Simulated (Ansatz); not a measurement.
System: interstitial K in rock-salt MgO (charge state +1). Method: PBE, PAW (plane waves to 420 eV; Ansatz, a program for electronic structure).

Settings: 64 host sites, the relaxed PBE lattice, the Γ point alone, smearing 0.01 eV, spin-restricted, no image-charge correction. No zero-point or tunnelling terms. The charge state is imposed; whether it is stable for some Fermi level was not computed. Sites that were not tried may lie lower.

Barriers: single points on a 2×2×2 k-point mesh shifted by half a step at the bands' geometries.

The step: several atoms move together, K the farthest; the atom moves 2.11 Å along (0.50, 0.00, 0.00) of the unit cell; the moving atom starts with neighbours 4 Mg at 2.28; 4 O at 2.14 Å and ends with 4 Mg at 2.28; 4 O at 2.14 Å.

### Question
Give the migration barrier of this step at the level PBE, PAW.

### Answer
561 meV, the same both ways. At the saddle the moving atom has neighbours Mg at 2.13, Mg at 2.14; 2 O at 2.06, 2 O at 2.51, 2 O at 2.53 Å. The saddle point's order was not checked, and it lies on a symmetry element of the cell, where a band can be held.
